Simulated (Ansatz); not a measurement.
Base system: ZrO$_{2}$ (space group P4_2/nmc, No. 137; a = 3.6208 Å, c = 5.2843 Å).

Computed with PBE (Ansatz, a quantum-chemistry and plane-wave program), no spin-orbit coupling, earlier PAW set.

Before the change:

The gap character is indirect, k = (0.222, 0.222, 0) in the run's primitive reciprocal basis → Γ and the band gap comes out as 4.04 eV.

One thing is altered: an isotropic linear strain of −0.57 %, atoms relaxed at fixed cell.

**Question.** What happens to the gap character?

**Answer.** The gap character goes from indirect, k = (0.222, 0.222, 0) in the run's primitive reciprocal basis → Γ to indirect, Z → Γ.

**Question.** Estimate the effect on the energy relative to the base.

**Answer.** The energy grows by 1.9 meV/atom.

**Question.** What happens to the band gap?

**Answer.** The band gap goes up by 0.05 eV (4.04 eV → 4.09 eV).

Gaps are read on the SCF mesh and a high-symmetry path. Stability against distortions was not tested. This is not the structure that ZrO2 has at room temperature and ambient pressure.
